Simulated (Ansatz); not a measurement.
**Corundum Ga₂O₃ (metastable phase)**

All values below come from HSE06 (PAW; Ansatz, a program for electronic structure).

Settings: plane-wave cutoff 500 eV, 6×6×6 k mesh, gaussian smearing 0.02 eV, scalar-relativistic PAW data made under PBE.

Cell (relaxed with r²SCAN):

Space group R-3c, hexagonal axes (No. 167); a = b = 4.985 Å, c = 13.442 Å, α = β = 90.00°, γ = 120.00°

```csv
atom,site,symmetry,x,y,z
Ga,12c,3.,0.0000,0.0000,0.1446
O,18e,.2,0.3036,0.3036,0.2500
```
(The calculation used a cell of 10 atoms; values per cell refer to that cell.)

```yaml
band_gap: 4.62 eV (on the SCF k mesh)
```

Note: cell and atoms aren't relaxed at this level (pressure -0.3 GPa).

Spin–orbit coupling is not included.

It cost around 4 core-minutes (rough) of CPU time.
